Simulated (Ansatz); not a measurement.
```
CELL_PARAMETERS angstrom
      0.00000     2.05918     2.37340
      2.05918     0.00000     2.37340
      2.05918     2.05918     0.00000
ATOMIC_POSITIONS crystal
  Mg 0.00000 0.00000 0.00000
  O  0.50000 0.50000 0.50000
```

Method: r2SCAN, rigid bands (plane waves, PAW, scalar-relativistic; Ansatz, a program for electronic structure). Condition of this run: uniaxial stress along [001] of -15 GPa (compression positive) (the target of the relaxation). How the cell was made: cell and atoms relaxed with PBEsol, then loaded as said.

Q: What conductivity effective mass do dilute holes have at 300 K?

A: 3.2 (x), 3.2 (y), 0.65 (z) mₑ.

Q: What conductivity effective mass do dilute electrons have at 300 K?

A: 0.39 (x), 0.39 (y), 0.29 (z) mₑ.

Q: And the band gap?

A: 4.71 eV at this level; semilocal functionals usually fall short of the measured gap.

Rigid bands, one relaxation time for all states, no polarons. Spin-orbit coupling is left out. Geometry: cell and atoms relaxed with PBEsol.
